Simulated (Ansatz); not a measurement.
The starting structures come from a database of crystals and need not be the phases stable at ambient conditions.

 Where the default PAW files enter, the runs use the earlier of Ansatz's two default sets.

By PBEsol, the system below comes out a metal.

Without scattering a metal conducts by its projected Fermi surface.

Data:

```xyz
1
Lattice="2.4611 0.0000 0.0000 -0.9222 2.2817 0.0000 0.7694 1.1409 2.1016" Properties=species:S:1:pos:R:3 pbc="T T T"
Cu     0.0000     0.0000     0.0000
```

Space group of this cell: Fmmm. The cell is strained (lengths along the current scaled by 1.03, ions clamped); by PBEsol its mean pressure is -5.6 GPa.

The current flows along the normal of the first two printed cell vectors. No spin-orbit coupling; the value is a mean over 0.1 eV about the Fermi level.

### Question
Estimate the ballistic conductance per area that PBEsol (Ansatz, an electronic-structure program) returns for this system.

### Answer
1.1 × 10¹⁵ S/m² for both spins.
